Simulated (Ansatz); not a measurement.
Reference: ZnS (F-43m), r2SCAN with spin-orbit coupling, rigid bands (plane waves, PAW; Ansatz, an electronic-structure program); axes and stresses refer to this cell.

```xyz
2
Lattice="0.0000 2.6945 2.6945 2.6945 0.0000 2.6945 2.6945 2.6945 0.0000" Properties=species:S:1:pos:R:3 pbc="T T T"
Zn     0.0000     0.0000     0.0000
S      1.3473     1.3473     1.3473
```

- electron conductivity mass = 0.20 mₑ
- Seebeck coefficient, p-type 1e19 cm⁻³ = 388 μV/K
- Seebeck coefficient, n-type 1e19 cm⁻³ = -116 μV/K

Problem. Change: biaxial stress xx = yy = -2 GPa (compression positive). What happens to electron conductivity mass, Seebeck coefficient, p-type 1e19 cm⁻³, Seebeck coefficient, n-type 1e19 cm⁻³?

Solution. electron conductivity mass moves little, to 0.20 mₑ; Seebeck coefficient, p-type 1e19 cm⁻³ falls to 283 μV/K; Seebeck coefficient, n-type 1e19 cm⁻³ moves little, to -115 μV/K.

Problem. Change: biaxial stress xx = yy = 2 GPa (compression positive). What happens to electron conductivity mass, Seebeck coefficient, p-type 1e19 cm⁻³, Seebeck coefficient, n-type 1e19 cm⁻³?

Solution. electron conductivity mass moves little, to 0.21 mₑ; Seebeck coefficient, p-type 1e19 cm⁻³ falls to 341 μV/K; Seebeck coefficient, n-type 1e19 cm⁻³ moves little, to -117 μV/K.

Masses are for dilute carriers at 300 K, harmonic means over directions unless an axis is named. Seebeck coefficients are for the stated density at 300 K, with one relaxation time for all states and whether or not that doping can be reached. Stresses and pressures are the targets of the relaxation.  The structure type is held under load, also where the real crystal would transform.
